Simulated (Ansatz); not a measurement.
## What biaxial strain −0.50 %, plane normal [001], relaxed out of plane does to WSi2

Take WSi$_{2}$ (space group I4/mmm, No. 139; a = 3.2024 Å, c = 7.8177 Å; relaxed with 0.1 eV smearing) as the base. Axes: x, y, z lie along a, b, c of the conventional cell.

Perturbation: biaxial strain −0.50 %, plane normal [001], relaxed out of plane (Cartesian); in-plane vectors clamped, the third vector and the atoms free.

Calculations: Kohn–Sham DFT with the PBEsol functional, run in Ansatz (a first-principles code) with PAW and 420 eV plane waves, no spin-orbit coupling. Settings: 25×25×25 k-points, 0.1 eV Fermi–Dirac smearing.

The volume per atom shrinks by 0.11 Å³ (13.36 Å³ → 13.25 Å³) and the space group is still I4/mmm (No. 139). The shortest interatomic distance grows by 0.007 Å to 2.595 Å and the energy increases by 1.1 meV/atom. The band gap stays zero and the out-of-plane strain is +0.19 %. The mean in-plane stress (compression positive) amounts to +2.7 GPa.

Cost of the whole job for the changed cell (relaxation, final SCF and bands): around 2.7 core-minutes (rough).

Stability against distortions was not tested. All final runs are without spin polarisation.
